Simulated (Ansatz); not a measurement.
# Sn: energy against strain

Sn (diamond, Fd-3m, 34.969 Å³/atom and stress up to 0.01 GPa in the relaxed cell, cube axes along x, y and z) under a strain ε along a cube axis (axis z), the other axes held. PBEsol in Ansatz, a plane-wave DFT program (PAW, default set), 420 eV, 15×15×15 Γ-centred mesh, Fermi-Dirac smearing 0.10 eV; ions are relaxed, or left where forces stay under 0.02 eV/Å, within the symmetry of each cell.

Here s stands for strain and y for E less E0.

| strain (%) | E less E0 (meV/atom) |
|---|---|
| -3.00 | ? |
| -1.50 | 1.49 |
| -1.00 | 0.65 |
| -0.50 | 0.15 |
| 0.00 | 0.00 |
| 0.50 | 0.19 |
| 1.00 | 0.71 |
| 1.50 | 1.56 |

Taking a parabola for y over the 7 complete rows: Least squares gives y = 0.001 + 0.0264·s + 0.6776·s². Residuals (row less fit): 0.004, -0.002, -0.007, -0.001, 0.006, 0.005, -0.005; standard error 0.006 (degrees of freedom: 4). Twice the quadratic coefficient over the volume, 2 × 0.6776 meV × 10⁴ × 0.1602 / 34.969 Å³, is the elastic constant C11 = 62.1 ± 0.3 GPa (± standard error of the fit, which holds the terms cut off).

Question: Predict the withheld y at s = -3.00 from the fit, and compare with the calculation.

Answer: y = 0.001 + 0.0264 × (-3.0) + 0.6776 × (-3.0)² = 6.020 meV/atom. The calculation gives 6.18 meV/atom, 0.160 meV/atom above the prediction (2.6 % of the range of y in the table). The row lies outside the fitted rows, so this is an extrapolation. From the scatter of the fitted rows alone, a prediction at this place has a standard error of 0.025 meV/atom, so the miss is 6.4 times that.

A polynomial of degree 3 through the 12 other runs of the series gives 6.18 there, so most of the miss is curvature that the fit leaves out. This level leaves no gap over 0.05 eV at strain -3.00, -1.50, -1.00, -0.50, 0.00, 0.50, 1.00, 1.50 %. Sn is here grey tin, stable below 13 °C. Rows are the converged runs of the series near zero and its far end; series whose fitted rows scatter by over a few per cent of the range, as at a crossing or softening among them, aren't shown in this form, nor equations of state whose B0' disagrees with the runs' pressures. Most that stay on the fit to the last digits aren't either.
